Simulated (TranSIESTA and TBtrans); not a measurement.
# Pb chain with one N atom inserted

System: Pb chain with one N atom inserted. Leads: straight Pb chain, spacing 2.708 Å. Geometry: 3 atoms about the centre moved by SIESTA (PBE, DZP) to a largest force of 0.01 eV/Å, all others as built, motion along the axis alone.

Method: TranSIESTA and TBtrans, PBE, DZP numerical orbitals (energy shift 0.15 eV), PseudoDojo norm-conserving scalar-relativistic potentials, mesh cutoff 200 Ry, 300 K, spin-polarised (collinear), no spin-orbit coupling; self-consistent non-equilibrium Green functions.

```
Item                               Result
---------------------------------  ------
Conductance at 300 K (G0 = 2e²/h)    1.87
Thermopower (μV/K)                   -2.0
Mean T from −0.5 to 0.5 eV           1.81
```

Energies count from the leads' Fermi level. Transmissions are for each spin. The energy step is 0.01 eV; narrower resonances are cut or missed.

| E (eV) | T up | T down | lead channels up | down |
|---|---|---|---|---|
| -2.00 | 0.51 | 0.51 | 1 | 1 |
| -1.80 | 0.53 | 0.53 | 1 | 1 |
| -1.60 | 0.55 | 0.55 | 1 | 1 |
| -1.40 | 0.56 | 0.56 | 1 | 1 |
| -1.20 | 0.57 | 0.57 | 1 | 1 |
| -1.00 | 0.57 | 0.57 | 1 | 1 |
| -0.80 | 0.83 | 0.83 | 3 | 3 |
| -0.60 | 1.21 | 1.20 | 3 | 3 |
| -0.40 | 1.52 | 1.51 | 3 | 3 |
| -0.20 | 1.73 | 1.73 | 3 | 3 |
| 0.00 | 1.86 | 1.87 | 3 | 3 |
| 0.20 | 1.94 | 1.96 | 3 | 3 |
| 0.40 | 1.99 | 2.00 | 3 | 3 |
| 0.60 | 2.02 | 2.03 | 3 | 3 |
| 0.80 | 2.04 | 2.05 | 3 | 3 |
| 1.00 | 2.06 | 2.06 | 3 | 3 |
| 1.20 | 2.07 | 2.07 | 3 | 3 |
| 1.40 | 2.07 | 2.07 | 3 | 3 |
| 1.60 | 2.06 | 2.06 | 3 | 3 |
| 1.80 | 2.04 | 2.04 | 3 | 3 |
| 2.00 | 2.01 | 2.01 | 3 | 3 |

Moments were seeded on the central atoms alone, and one start was tried. The straight chain is held at its spacing; free chains may zigzag or dimerise. Spin-orbit coupling, left out here, matters for the heavy atoms.
